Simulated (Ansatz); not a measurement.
**Ta2N, pressure series**

The reference is Ta$_{2}$N (space group P-31m, No. 162; a = 5.265 Å, c = 4.911 Å; a cell from a computed database, its experimental status unchecked).

Cell and atoms are relaxed at each pressure.

Calculations: PBEsol/PAW in Ansatz (a first-principles code), no SOC.

```csv
change,density,c/a ratio
base,15.89 g/cm³,0.933
pressure −2 GPa,15.78 g/cm³,0.933
pressure −1 GPa,15.83 g/cm³,0.933
pressure 0.3 GPa,15.90 g/cm³,0.933
pressure 0.7 GPa,15.92 g/cm³,0.933
pressure 1.5 GPa,15.96 g/cm³,0.933
pressure 3 GPa,16.04 g/cm³,0.933
pressure 5 GPa,16.14 g/cm³,0.933
pressure 7.5 GPa,16.26 g/cm³,0.934
pressure 10 GPa,16.38 g/cm³,0.934
```

Load acts through the strain it causes; cell and atoms are relaxed under it. No phonon test of stability was made. Competing high-pressure phases were not computed. All final runs are without spin polarisation. An odd electron count without spin: Ta2N.
